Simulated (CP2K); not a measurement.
Worked example: self-consistent single point of KPb3 (Pm-3m, 4 atoms in the cell) in CP2K.

Level of theory: CP2K with PBEsol, GPW, DZVP-MOLOPT-SR-GTH basis, GTH-PBE potentials (GTH_POTENTIALS).

```xyz
4
Lattice="5.1014 0.0000 0.0000 0.0000 5.1014 0.0000 0.0000 0.0000 5.1014" Properties=species:S:1:pos:R:3 pbc="T T T"
K      0.0000     0.0000     0.0000
Pb     0.0000     2.5507     2.5507
Pb     2.5507     0.0000     2.5507
Pb     2.5507     2.5507     0.0000
```

Reference input (self-consistent single point, DFT LDA (Pade form), GPW, DZVP-MOLOPT-SR-GTH basis, GTH-PADE potentials (GTH_POTENTIALS)): CUTOFF = 500 Ry; REL_CUTOFF = 50 Ry; SMEAR/METHOD = FERMI_DIRAC; ELECTRONIC_TEMPERATURE = 1160.45 K; KPOINTS/SCHEME = MONKHORST-PACK 9 9 9; XC_FUNCTIONAL = PADE; K/BASIS_SET = DZVP-MOLOPT-SR-GTH; K/POTENTIAL = GTH-PADE-q9; Pb/BASIS_SET = DZVP-MOLOPT-SR-GTH; Pb/POTENTIAL = GTH-PADE-q4; METHOD = GPW; EPS_DEFAULT = 1e-11. This run's input differs from it in these lines:

```diff
@@ -43,3 +43,6 @@
     &XC
-      &XC_FUNCTIONAL PADE
+      &XC_FUNCTIONAL
+        &PBE
+          PARAMETRIZATION PBESOL
+        &END PBE
       &END XC_FUNCTIONAL
@@ -76,3 +79,3 @@
       BASIS_SET DZVP-MOLOPT-SR-GTH
-      POTENTIAL GTH-PADE-q9
+      POTENTIAL GTH-PBE-q9
     &END KIND
@@ -80,3 +83,3 @@
       BASIS_SET DZVP-MOLOPT-SR-GTH
-      POTENTIAL GTH-PADE-q4
+      POTENTIAL GTH-PBE-q4
     &END KIND
```

Output, abridged:

```
 SCF WAVEFUNCTION OPTIMIZATION

  Step     Update method      Time    Convergence         Total energy    Change
     1 NoMix/Diag. 0.30E+00      -     0.29927678       -39.0787396928 -3.91E+01
     2 Broy./Diag. 0.30E+00      -     0.00386819       -39.1151203458 -3.64E-02
     3 Broy./Diag. 0.30E+00      -     0.02302257       -38.9586324836  1.56E-01
     4 Broy./Diag. 0.30E+00      -     0.00118367       -38.9208428204  3.78E-02
     5 Broy./Diag. 0.30E+00      -     0.00134072       -38.9100194637  1.08E-02
     6 Broy./Diag. 0.30E+00      -     0.00072794       -38.9067540010  3.27E-03
   [... 8 lines left out ...]
    15 Broy./Diag. 0.30E+00      -     0.00000010       -38.9047956890 -2.71E-06
    16 Broy./Diag. 0.30E+00      -     0.00000015       -38.9047951540  5.35E-07
    17 Broy./Diag. 0.30E+00      -     0.00000012       -38.9047945159  6.38E-07
    18 Broy./Diag. 0.30E+00      -     0.00000009       -38.9047942734  2.42E-07
  *** SCF run converged in    18 steps ***

  Overlap energy of the core charge distribution:               0.00000000000017
  Self energy of the core charge distribution:                -79.05221153687616
  Core Hamiltonian energy:                                     17.81767067816026
  Hartree energy:                                              29.57743882208703
  Exchange-correlation energy:                                 -7.24491426128627
  Electronic entropic energy:                                  -0.00277797544788
  Fermi energy:                                                 0.13429311349516

  Total energy:                                               -38.90479427339677
  Total energy (extrapolated to T->0):                        -38.90340528567283

   [... lines left out ...]

 STRESS| Analytical stress tensor [bar]
 STRESS|                        x                   y                   z
 STRESS|      x       -9.72703139477E+03  -2.03631551372E-05  -2.03630894287E-05
 STRESS|      y       -2.03631551372E-05  -9.72701976238E+03  -2.03631789761E-05
 STRESS|      z       -2.03630894287E-05  -2.03631789761E-05  -9.72694751087E+03
 STRESS| 1/3 Trace                                            -9.72699955601E+03
```

The run converged in 18 iterations. Against the reference run the pressure goes from -3.80 to -0.97 GPa.

The starting cell comes from a database of computed structures (which also holds hypothetical and non-ambient phases and stackings), without a prior relaxation at this level. Values carry the incompleteness of an atom-centred basis. The potentials were made for another functional than the one used.

Cost on one core of a shared machine: roughly 50 s.
